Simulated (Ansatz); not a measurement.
Take Zr in the hcp (Mg type) structure (space group P6_3/mmc, No. 194; relaxed with 0.1 eV smearing) as the base.

```xyz
2
Lattice="3.2304 0.0000 0.0000 -1.6152 2.7976 0.0000 0.0000 0.0000 5.1788" Properties=species:S:1:pos:R:3 pbc="T T T"
Zr     1.6152     0.9325     3.8841
Zr     0.0000     1.8651     1.2947
```

Cartesian axes are those of the cell as printed.

All numbers come from plane-wave PAW DFT at the PBE level (Ansatz, a quantum-chemistry and plane-wave program, 420 eV), scalar-relativistic without spin-orbit coupling.

Before the change:

```
Quantity                        Result
-----------------------------  -------
Shortest interatomic distance  3.191 Å
Pressure                       0.0 GPa
```

Perturbation: tensile biaxial strain of 0.50 % in the plane normal to [001], as in epitaxy on a mismatched substrate; the out-of-plane cell vector and the atoms relax.

Question: What does the calculation give for the shortest interatomic distance after the change?

Answer: The shortest interatomic distance falls by 0.003 Å, from 3.191 Å to 3.188 Å.

Question: Predict the new pressure.

Answer: The pressure (mean of the normal stresses, compression positive) goes from zero to -0.5 GPa.

Question: How does this affect the out-of-plane strain?

Answer: The out-of-plane strain amounts to -0.40 %.

Stability against distortions was not tested. The final runs are not spin-polarised.
